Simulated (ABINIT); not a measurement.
A self-consistent single point of NaSbF6 (Fm-3m, 8 atoms in the cell) with ABINIT.

Method: PBEsol, PAW (JTH v2.0 PBE PAW, files made for PBE) (plane waves; ABINIT).

```
NaSbF6
1.0
    0.00000     4.10773     4.10773
    4.10773     0.00000     4.10773
    4.10773     4.10773     0.00000
Na Sb F
1 1 6
Direct
  0.50000   0.50000   0.50000
  0.00000   0.00000   0.00000
  0.77128   0.77128   0.22872
  0.22872   0.22872   0.77128
  0.22872   0.77128   0.77128
  0.77128   0.22872   0.22872
  0.77128   0.22872   0.77128
  0.22872   0.77128   0.22872
```

Reference input (self-consistent single point, DFT, LDA (PW92), plane waves, PAW (JTH v2.0 LDA PAW)): pseudos = [Na.LDA_PW-JTH.xml, Sb.LDA_PW-JTH.xml, F.LDA_PW-JTH.xml]; ecut = 30 Ha; pawecutdg = 60 Ha; pawxcdev = 0; ixc = 7; occopt = 3; tsmear = 0.01 eV; ngkpt = 5 5 5; nshiftk = 1; shiftk = 0 0 0; potentials = JTH v2.0 LDA PAW; nband = 42. This run's input differs from it in these lines:

```diff
@@ -1,4 +1,4 @@
-# NaSbF6, JTH v2.0 LDA PAW
+# NaSbF6, JTH v2.0 PBE PAW
 pp_dirpath "./"
-pseudos "Na.LDA_PW-JTH.xml, Sb.LDA_PW-JTH.xml, F.LDA_PW-JTH.xml"
+pseudos "Na.GGA_PBE-JTH.xml, Sb.GGA_PBE-JTH.xml, F.GGA_PBE-JTH.xml"
 acell 3*1.0 Angstrom
@@ -25,3 +25,3 @@
 pawxcdev 0
-ixc 7
+ixc -116133
 occopt 3
```

Its files differ too (potentials: JTH v2.0 LDA PAW → JTH v2.0 PBE PAW).

Log, with long lists cut:

```
--- !BeginCycle
solver: {iscf: 17, nstep: 60, nline: 4, wfoptalg: 10, }
tolerances: {toldfe: 1.00E-09, }
...

     iter   Etot(hartree)      deltaE(h)  residm     nres2
 ETOT  1  -271.49175219766    -2.715E+02 2.653E+00 2.479E+01
 ETOT  2  -276.78228426382    -5.291E+00 4.415E-02 3.503E+01
 ETOT  3  -276.75155962731     3.072E-02 1.299E-02 1.447E+01
 ETOT  4  -276.74040668681     1.115E-02 1.442E-02 3.875E+00
 ETOT  5  -276.73755563642     2.851E-03 6.720E-03 6.822E-02
   [... 5 lines left out ...]
 ETOT 11  -276.74002353309    -2.454E-06 1.657E-04 6.898E-05
 ETOT 12  -276.74002355679    -2.371E-08 7.279E-05 7.112E-06
 ETOT 13  -276.74002355655     2.489E-10 7.977E-05 1.324E-06
 ETOT 14  -276.74002355617     3.760E-10 5.503E-05 2.836E-08
 At SCF step   14, etot is converged :
  for the second time, diff in etot=  3.760E-10 < toldfe=  1.000E-09

 Cartesian components of stress tensor (hartree/bohr^3)
  sigma(1 1)= -8.80554296E-05  sigma(3 2)=  0.00000000E+00
  sigma(2 2)= -8.80554296E-05  sigma(3 1)=  0.00000000E+00
  sigma(3 3)= -8.80554296E-05  sigma(2 1)=  0.00000000E+00

 ----iterations are completed or convergence reached----

 reduced coordinates (array xred) for    8 atoms
       0.500000000000      0.500000000000      0.500000000000
       0.000000000000      0.000000000000      0.000000000000
       0.771280000000      0.771280000000      0.228720000000
       0.228720000000      0.228720000000      0.771280000000
       0.228720000000      0.771280000000      0.771280000000
       0.771280000000      0.228720000000      0.228720000000
   [... lines left out ...]
 Fermi (or HOMO) energy (hartree) =   0.00065   Average Vxc (hartree)=  -0.27484
   [... lines left out ...]
'-kT*entropy'       :  1.03487416191453E-15
total_energy        : -2.76739926883797E+02
total_energy_eV     : -7.53047637982334E+03
...

-Cartesian components of stress tensor (GPa)         [Pressure=  2.5907E+00 GPa]
- sigma(1 1)= -2.59067975E+00  sigma(3 2)=  0.00000000E+00
- sigma(2 2)= -2.59067975E+00  sigma(3 1)=  0.00000000E+00
- sigma(3 3)= -2.59067975E+00  sigma(2 1)=  0.00000000E+00

 Calculation completed.
```

The run converged in 14 iterations. Against the reference run the pressure goes from -1.28 to 2.59 GPa, the largest force goes from 0.005 to 0.380 eV/Å and the gap on the mesh goes from 5.273 to 5.449 eV.

The starting cell comes from a database of computed structures (which also holds hypothetical and non-ambient phases and stackings), without a prior relaxation at this level. Its lattice was rescaled by a random factor within 2.5 % of one. Spin-orbit coupling is off. The potentials were made for another functional than the one used.

Cost on one core of a shared machine: roughly 4 min.
